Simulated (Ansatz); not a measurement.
We consider Ag (model structure, Pm-3n, No. 223, 8 atoms in the cell), described by r²SCAN (Ansatz, a program for electronic structure, plane waves, PAW).

Output (set-up and result lines):

```
WARN output.stress: scf.convergence.dr2_threshold = 1e-7 eV (the SCF's general default) is looser than the 8e-10 eV advised for a printed stress (1e-10 eV for …
Relaxation: its limit of steps is 80 (relax.max_steps)
Crystal: 8 atoms, lattice volume = 139.830 Å³
Basis set: ecut = 560 eV, 4169 PW (Γ), exchange–correlation on 135×135×135 points (27 copies of the dense FFT grid, shifted against one another)
Bands: 92, of which v1, the nominal top of the filled ones, is band 76 counted from 1 (75 counted from 0)
Symmetry: 48 space group operations
Space group: Pm-3n (ITA 223), of the structure as read, at distance tolerance 5.2e-5 Å
k-points: 84 of 1728
Functional: x = r2scan, c = r2scan; τ floored in thin density (d = 2e-4 eV/Å³)
SCF iter   1: F=—  HF=-60830.822171 eV  |F-HF|=—  |Δ(HF+E_count)|=         —  Δρ=1.14e-2  dr2=1.67e-1  dr2_τ=6.51e-3
SCF iter   2: F=—  HF=-60830.787078 eV  |F-HF|=—  |Δ(HF+E_count)|=   3.51e-2  Δρ=5.73e-3  dr2=3.22e-2  dr2_τ=3.93e-3
  ...
SCF 1 converged in 8 iterations: F = -60830.788005 eV  dr2 = 3.23e-8
relax step   1: F+E_penalty+E_count = -60830.78800509 eV  Δ(F+E_penalty+E_count) = +0.000e0 eV  max|allowed force component| = 7.734e-18 eV/Å  Δτ_max = 0.0000 Å  (8 SCF iters, accepted)
Crystal: 8 atoms, lattice volume = 139.830 Å³
Initial density: handed on by an earlier stage of this run
SCF iter   1: F=—  HF=-60830.788005 eV  |F-HF|=—  |Δ(HF+E_count)|=         —  Δρ=4.91e-6  dr2=3.23e-8  dr2_τ=9.18e-10
SCF iter   2: F=-60830.788005 eV  HF=-60830.788005 eV  |F-HF|=9.08e-9  |Δ(HF+E_count)|=   5.28e-9  Δρ=2.74e-6  dr2=1.08e-8  dr2_τ=3.16e-10
SCF 2 converged in 2 iterations: F = -60830.788005 eV  dr2 = 1.08e-8
SCF converged after 2 iterations
Free energy (F): -60830.788005 eV
Internal energy: -60830.770949 eV  (E = F + TS)
E sigma→0 (E₀):  -60830.779477 eV
Fermi energy:    16.882522 eV
--- Forces (eV/Å), atoms counted from 1 ---
  atom   1  Ag     0.00000000    -0.00000000     0.00000000
  atom   2  Ag     0.00000000    -0.00000000     0.00000000
  atom   3  Ag     0.00000000    -0.00000000     0.00000000
  atom   4  Ag    -0.00000000     0.00000000     0.00000000
  atom   5  Ag    -0.00000000    -0.00000000     0.00000000
  atom   6  Ag     0.00000000     0.00000000     0.00000000
  atom   7  Ag    -0.00000000    -0.00000000    -0.00000000
  atom   8  Ag    -0.00000000    -0.00000000     0.00000000
--- Stress (GPa, compression-positive) ---
        2.060522       0.000000       0.000000
        0.000000       2.060522      -0.000000
        0.000000      -0.000000       2.060522
  P = ⅓ Tr σ = 2.0605 GPa (20.605 kbar)
```

Write an input file that could have produced this run (the log leaves some choices open).

One answer among several that fit: 
Ansatz 0.2 input:
```yaml
crystal:
  lattice:
    - [5.190386072, 0.0, 0.0]
    - [0.0, 5.190386072, 0.0]
    - [0.0, 0.0, 5.190386072]
  atoms:
    - { symbol: Ag, position: [0.0, 0.0, 0.0] }
    - { symbol: Ag, position: [0.5, 0.5, 0.5] }
    - { symbol: Ag, position: [0.25, 0.0, 0.5] }
    - { symbol: Ag, position: [0.75, 0.0, 0.5] }
    - { symbol: Ag, position: [0.5, 0.25, 0.0] }
    - { symbol: Ag, position: [0.5, 0.75, 0.0] }
    - { symbol: Ag, position: [0.0, 0.5, 0.25] }
    - { symbol: Ag, position: [0.0, 0.5, 0.75] }
basis:
  ecutwfc: 560
  ecutrho_ratio: 4
  xc_grid: 3
kpoints:
  mp_grid: { grid: [12, 12, 12] }
hamiltonian:
  xc: r2scan
  dispersion: none
  pseudopotentials: { kind: paw }
scf:
  occupations: { method: fermi_dirac, width: 0.05 }
output:
  forces: true
  stress: true
  eigenvalues: true
relax:
  f_tol: 0.004
  escape_saddle: false
  max_steps: 80
```

The cell is one volume of an energy–volume scan, off the minimum.

The PAW data were made under PBE.

Note: the relaxation could raise the start's symmetry but not lower it, so the cell can be a saddle point.

It cost very roughly 2.8 core-minutes of CPU time.

A model structure was made by putting elements into a prototype or built by hand; it is no filed structure, need not be a known phase, and can be a saddle point held by its symmetry.
